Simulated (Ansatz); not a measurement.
## Worked example: self-consistent single point of SrGaGe (P3m1, 3 atoms in the cell) in Ansatz

Level of theory: PBEsol, default PAW files made with PBE (plane waves; Ansatz, an electronic-structure program).

Input as run:

Ansatz 0.2 input:
```yaml
crystal:
  lattice:
    - [4.256602, 0.000000, 0.000000]
    - [-2.128301, 3.686326, 0.000000]
    - [0.000000, 0.000000, 4.697555]
  atoms:
    - { symbol: Sr, position: [0.000000, 0.000000, 0.010644] }
    - { symbol: Ga, position: [0.333333, 0.666667, 0.500000] }
    - { symbol: Ge, position: [0.666667, 0.333333, 0.500000] }
basis:
  ecutwfc: 420.0 eV
kpoints:
  mp_grid: { grid: [9, 9, 7] }
hamiltonian:
  xc: pbesol
  pseudopotentials: { kind: paw }
scf:
  occupations: { method: gaussian, width: 0.1 eV }
output:
  forces: true
  eigenvalues: true
  stress: true
```

Output (repeated stretches shortened):

```
WARN the atoms were moved onto the symmetric positions of the space group found under crystal.symmetry.tolerance 1.0e-5 (fractional …
WARN ansatz: RAYON_NUM_THREADS=1 ignored (pool sized by the plan → 1); use --threads N
Pseudopotentials: kind: paw
Pseudopotential: Sr, paw, valence charge 10
Pseudopotential: Ga, paw, valence charge 13
Pseudopotential: Ge, paw, valence charge 14
Crystal: 3 atoms, lattice volume = 73.710 Å³
Basis set: ecut = 420 eV, 1461 PW (Γ), exchange–correlation on 60×60×64 points (8 copies of the dense FFT grid, shifted against one another)
Bands: 23, of which v1, the nominal top of the filled ones, is band 19 counted from 1 (18 counted from 0)
Symmetry: 6 space group operations
Space group: P3m1 (ITA 156), of the structure as read, at distance tolerance 4.2e-5 Å
k-points: 69 of 567 (time reversal used)
PAW frozen core: Sr, regenerated for the run's functional, and the local potential with it
PAW frozen core: Ga, regenerated for the run's functional, and the local potential with it
PAW frozen core: Ge, regenerated for the run's functional, and the local potential with it
Initial density: superposition of atomic densities (neutral atoms: chi_scale 0, normalization atom), corrected by the library's trained network
Initial wavefunctions: pseudopotential atomic-orbital guess
Eigensolver: davidson
Functional: x = pbesol(κ = 0.804, μ = 0.12345679012345678), c = pbesol(β = 0.046)
SCF iter   1: F=—  HF=-11490.607952 eV  |F-HF|=—  |Δ(HF+E_count)|=         —  Δρ=3.99e-3  dr2=3.34e-2  ethr=1.77e-3  ⟨swp⟩=6.5  Hψ=7991  notcnv=0
all-band conjugate gradients solve this SCF's bands
preconditioner: auto → Resta (q_TF=auto, 2.432 Å⁻¹)
SCF iter   2: F=—  HF=-11490.597409 eV  |F-HF|=—  |Δ(HF+E_count)|=   1.05e-2  Δρ=1.80e-3  dr2=8.11e-3  ethr=9.03e-5  ⟨swp⟩=2.6  Hψ=2902  notcnv=0  defer=2
SCF iter   3: F=—  HF=-11490.594885 eV  |F-HF|=—  |Δ(HF+E_count)|=   2.52e-3  Δρ=5.80e-4  dr2=1.77e-4  ethr=2.19e-5  ⟨swp⟩=2.1  Hψ=1925  notcnv=0  defer=2
SCF iter   4: F=—  HF=-11490.594793 eV  |F-HF|=—  |Δ(HF+E_count)|=   9.18e-5  Δρ=2.19e-4  dr2=4.23e-5  ethr=4.78e-7  ⟨swp⟩=2.0  Hψ=2784  notcnv=0  defer=2
SCF iter   5: F=—  HF=-11490.594797 eV  |F-HF|=—  |Δ(HF+E_count)|=   3.48e-6  Δρ=9.25e-5  dr2=9.55e-6  ethr=1.14e-7  ⟨swp⟩=2.6  Hψ=2799  notcnv=0  defer=6
SCF iter   6: F=—  HF=-11490.594793 eV  |F-HF|=—  |Δ(HF+E_count)|=   3.50e-6  Δρ=3.49e-5  dr2=1.43e-6  ethr=2.58e-8  ⟨swp⟩=2.0  Hψ=2233  notcnv=0  defer=7
SCF iter   7: F=—  HF=-11490.594793 eV  |F-HF|=—  |Δ(HF+E_count)|=   5.42e-7  Δρ=1.20e-5  dr2=1.03e-7  ethr=3.88e-9  ⟨swp⟩=2.0  Hψ=2785  notcnv=0  defer=7
SCF iter   8: F=-11490.594793 eV  HF=-11490.594793 eV  |F-HF|=1.19e-9  |Δ(HF+E_count)|=  5.78e-10  Δρ=2.46e-6  dr2=3.72e-9  ethr=2.70e-10  ⟨swp⟩=6.7  Hψ=7305  notcnv=0
SCF 1 converged in 8 iterations: F = -11490.594793 eV  dr2 = 3.72e-9
SCF converged after 8 iterations
Free energy (F): -11490.594793 eV
Harris-Foulkes:  -11490.594793 eV  (|F-HF|=1.19e-9)
Internal energy: -11490.589422 eV  (E = F + TS)
E sigma→0 (E₀):  -11490.592107 eV
Entropy (-TS):   -0.005371 eV (-1.790 meV/atom)
Fermi energy:    9.197514 eV
--- Per-component energies (eV) ---
  E_band       = -273.930761
  E_kinetic    = 473.485730
  E_local      = -5317.087152  (includes V_loc(G=0)·N_el)
  E_nonlocal   = 1046.774316
  E_hartree    = 2285.546277
  E_xc         = -316.138820
  E_vxc        = -285.643327  (∫ρ·V_xc dr)
  E_paw        = -6570.908792  (= ΣΔE_a)
  E_vpaw       = -762.553133  (= ΣTr[D̂ρ^β])
  E_aug_tail   = 0.000163  (compensation charges beyond the density's cutoff)
  E_ewald      = -3094.176405
  E_core_change = 1.915261  (= ΣΔE_core)
  E_smearing   = -0.005371  (= −TS)
  E_closure    = 0.000000  (closes the sum)
  Σ components = -11490.594793   (vs F -11490.594793, Δ=0.00e0)
--- Forces (eV/Å), atoms counted from 1 ---
  atom   1  Sr     0.00000000     0.00000000    -0.17985694
  atom   2  Ga    -0.00000000    -0.00000000     0.08134803
  atom   3  Ge     0.00000000     0.00000000     0.09851390
  max |Σ_I F_I| component: 5.00e-6 eV/Å
--- Stress (GPa, compression-positive) ---
       -0.519574      -0.000000       0.000000
       -0.000000      -0.519574      -0.000000
        0.000000      -0.000000      -1.016420
  P = ⅓ Tr σ = -0.6852 GPa (-6.852 kbar)
  The stress holds the Pulay correction. Without it, at fixed plane waves, as pw.x and ABINIT print it: P = -0.7056 GPa
--- Band table (eV; the first three rows and the last of 69) ---
  k-point 0: bands = ["-26.2291", "-15.4362", "-15.4362", "-15.3730", "-15.3730", "-15.3726", "-8.3670", "-8.1989", "-8.1989", "-5.9992", "-5.9992", "-5.9613", "-5.9059", "-5.9059", "-1.7177", "7.3198", "7.8560", "7.8560", "8.2871", "9.1464", [...]
  k-point 1: bands = ["-26.2288", "-15.4362", "-15.4362", "-15.3731", "-15.3731", "-15.3724", "-8.3894", "-8.1978", "-8.1978", "-6.0001", "-6.0001", "-5.9599", "-5.9052", "-5.9052", "-1.6226", "6.5258", "7.9275", "7.9275", "8.4281", "9.9304", [...]
  k-point 2: bands = ["-26.2279", "-15.4361", "-15.4361", "-15.3732", "-15.3732", "-15.3721", "-8.4387", "-8.1952", "-8.1952", "-6.0021", "-6.0021", "-5.9568", "-5.9038", "-5.9038", "-1.3959", "5.4969", "8.1062", "8.1062", "8.6028", "10.9737", [...]
  k-point 68: bands = ["-26.2149", "-15.4370", "-15.4361", "-15.3745", "-15.3740", "-15.3683", "-8.3900", "-8.3318", "-8.3205", "-6.0179", "-5.9618", "-5.9153", "-5.9093", "-5.9039", "0.4715", "2.0808", "5.3718", "7.5391", "8.2222", "12.0076", [...]
```

The run converged in 8 iterations.

The starting cell comes from a database of computed structures (which also holds hypothetical and non-ambient phases and stackings), without a prior relaxation at this level. Its lattice was rescaled by up to half a per cent. One atom was moved a little off its site on purpose. Ansatz's pressure includes its estimate of the finite-basis (Pulay) stress.
